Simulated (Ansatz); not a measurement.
**Nb: x(Zr) = 0.667, 3 atoms, P-3m1**

Take Nb in the bcc (W type) structure (space group Im-3m, No. 229; a = 3.271 Å) as the base.

The other end (x = 1) is Zr in the bcc (W type) structure (space group Im-3m, No. 229; a model cell): 21.81 Å³/atom, gap zero; this end may not be an ambient phase.

Perturbation: Zr replaces 66.7 % of the Nb, ordered in a cell of 3 atoms (starting symmetry P-3m1) and fully relaxed.

Method: PBEsol (Ansatz, a program for electronic structure, PAW, no spin-orbit coupling). k-mesh 11×11×15 (Γ-centred); smearing 0.05 eV (Fermi–Dirac), for the changed cell.

| quantity | base | changed | shift |
|---|---|---|---|
| volume per atom | 17.50 Å³ | 20.27 Å³ | +2.77 Å³ |
| density | 8.81 g/cm³ | 7.52 g/cm³ | -1.297 g/cm³ |
| shortest interatomic distance | 2.833 Å | 2.908 Å | +0.075 Å |
| band gap | zero | zero | – |
| mixing energy (to 0.01 eV only: unlike meshes or grids) | – | +0.04 eV/atom | – |

Each cell is one ordered arrangement of few atoms, which overstates ordering effects compared with a random alloy. Whether these cells are dynamically stable was not tested. The final runs are not spin-polarised. An odd electron count without spin: Zr2Nb. Zr2Nb has a high density of states at the Fermi level and may be magnetic at this level. This is not the structure that Zr has at room temperature and ambient pressure.
